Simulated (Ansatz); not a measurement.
# Element substitutions in GaP

The reference is GaP in the zinc blende structure (space group F-43m, No. 216; a = 5.506 Å).

Each row replaces one element on all its sites; cell and atoms are relaxed.

Method: PBE (Ansatz, a program for electronic structure), no spin-orbit coupling.

```json
[
 {"variant": "base", "band gap": "1.58 eV", "lattice parameter a": "5.506 Å"},
 {"variant": "P → Al", "band gap": "zero", "lattice parameter a": "5.920 Å"},
 {"variant": "P → W", "band gap": "zero", "lattice parameter a": "5.726 Å"},
 {"variant": "P → N", "band gap": "1.54 eV", "lattice parameter a": "4.548 Å"}
]
```

Whether these cells are dynamically stable was not tested. As relaxed here, AlGa and GaW are hypothetical phases, not in the database extracts checked. All final runs are without spin polarisation. An odd electron count without spin: GaW. GaW has a high density of states at the Fermi level and may be magnetic at this level. This is not the structure that GaN has at room temperature and ambient pressure.
